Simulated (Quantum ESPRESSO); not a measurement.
## Several settings converged on CsH3O2 (Amm2, 6 atoms in the cell)

```
CELL_PARAMETERS angstrom
      4.27148     0.00000     0.00000
      0.00000     2.22366     4.04368
      0.00000    -2.22366     4.04368
ATOMIC_POSITIONS crystal
  Cs 0.00000 0.98533 0.98533
  H  0.50000 0.55847 0.55847
  H  0.50000 0.07118 0.45270
  H  0.50000 0.45270 0.07118
  O  0.50000 0.67951 0.67951
  O  0.50000 0.33406 0.33406
```

Base method: LDA (PZ), GBRV 1.5 ultrasoft (LDA) pseudopotentials (plane waves; Quantum ESPRESSO 7.5).

Base settings: ecutwfc = 40 Ry; ecutrho = 200 Ry; occupations = fixed; potentials = {Cs: cs_lda_v1.uspp.F.UPF, H: h_lda_v1.4.uspp.F.UPF, O: o_lda_v1.2.uspp.F.UPF}; K_POINTS = automatic 3 3 3 0 0 0; nbnd = 16; conv_thr = 1e-09 Ry; mixing_beta = 0.3.

**Zone-centre phonons against the mesh**

In this ladder: ph.x.tr2_ph = 1e-14; ph.x.fildyn = dyn.G; ph.x.epsil = true; dynmat.x.fildyn = dyn.G; dynmat.x.asr = simple.

Frequencies are those of the unrelaxed cell, without the LO-TO term of polar crystals.

Only quantities that move along the ladder and can be compared are tabulated.

```tsv
K_POINTS	lowest optical frequency (cm⁻¹)	largest Born charge (mean of the diagonal) (e)	mean ε∞
automatic 2 3 3 0 0 0	49.0	1.691	2.745
automatic 3 4 4 0 0 0	53.7	1.681	2.688
automatic 5 5 5 0 0 0	53.8	1.680	2.679
automatic 6 7 7 0 0 0	53.8	1.680	2.677
```

Coarsest K_POINTS that holds the largest Born charge (mean of the diagonal) within 0.01 e of the last step, with all finer ones: automatic 3 4 4 0 0 0; the step before is off by 0.011 e.

Coarsest K_POINTS that holds the mean ε∞ within 0.01 of the last step, with all finer ones: automatic 5 5 5 0 0 0; the step before is off by 0.011.

Coarsest K_POINTS that holds the lowest optical frequency within 2 cm⁻¹ of the last step, with all finer ones: automatic 3 4 4 0 0 0; the step before is off by 4.8 cm⁻¹.

**The force threshold of a relaxation**

On CsH3O2 (Amm2, 6 atoms in the cell): one atom moved by 0.15 angstrom.

In this ladder: calculation = relax; tprnfor = default; tstress = default.

The mesh stays at the base's, so the ladder's end is converged at best in this setting alone.

Only quantities that move along the ladder and can be compared are tabulated; the gap is left out on so coarse a mesh.

```tsv
forc_conv_thr	free energy less the last step's (meV/atom)	largest force left (eV/Å)	relaxation steps
0.0078 Ry/bohr	2.86	0.1033	5
0.0019 Ry/bohr	0.00	0.0221	19
0.00078 Ry/bohr	0.00	0.0050	20
3.9e-05 Ry/bohr	0.00	0.0002	21
```

Coarsest forc_conv_thr that holds the largest force left within 0.01 eV/Å of the last step, with all finer ones: 0.00078 Ry/bohr; the step before is off by 0.022 eV/Å.

Coarsest forc_conv_thr that holds the free energy within 0.2 meV/atom of the last step, with all finer ones: 0.0019 Ry/bohr; the step before is off by 2.9 meV/atom.

On the base run: the starting cell comes from a database of computed structures (which also holds hypothetical and non-ambient phases and stackings), without a prior relaxation at this level. Its lattice was rescaled by up to half a per cent. In the base run, forces exceed 1 eV/Å.
